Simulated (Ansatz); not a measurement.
Nb2O5 under a change: isotropic strain −0.55 %

The parent structure is Nb2O5 (space group C2/m, No. 12; a = 12.867 Å, b = 3.820 Å, c = 3.960 Å, α = 90.00°, β = 90.67°, γ = 90.00°; a cell from a computed database, its experimental status unchecked).

One thing is altered: an isotropic linear strain of −0.55 %; the atoms relax in the strained cell.

The values are results of PBEsol in Ansatz (plane waves to 420 eV, PAW, scalar-relativistic without spin-orbit coupling), earlier PAW set, not measurements. Settings: 9×9×8 k-points, 0.05 eV Fermi–Dirac smearing.

| quantity | base | changed | shift |
|---|---|---|---|
| volume per atom | 13.90 Å³ | 13.68 Å³ | -0.228 Å³ |
| energy relative to the base (free energy F) | 0 meV/atom | +2.0 meV/atom | +2.0 meV/atom |
| pressure (mean of the normal stresses, compression positive) | -0.1 kbar | 28.4 kbar | +28.5 kbar |
| band gap | 2.19 eV | 2.17 eV | -0.02 eV |
| gap character | indirect, L₂ → Y₂ | indirect, L₂ → Y₂ | – |
| smallest direct gap | 2.91 eV | 2.94 eV | +0.03 eV |
| mean gap deformation potential ΔEg/Δln V | – | +1.0 eV | – |
| width of the top valence band | 0.97 eV | 0.98 eV | +0.01 eV |
| largest internal atomic displacement | – | 0.015 Å | – |

Final structure:

```
Nb2O5
1.0
    6.39817    -1.89965     0.00000
    6.39817     1.89965     0.00000
   -0.04578     0.00000     3.93799
Nb O
2 5
Direct
  0.85332   0.85332   0.93606
  0.14668   0.14668   0.06394
  0.85098   0.85098   0.48300
  0.14902   0.14902   0.51700
  0.00000   0.00000   0.00000
  0.68466   0.68466   0.00378
  0.31534   0.31534   0.99622
```

No phonon test of stability was made.

Ansatz is an electronic-structure program.
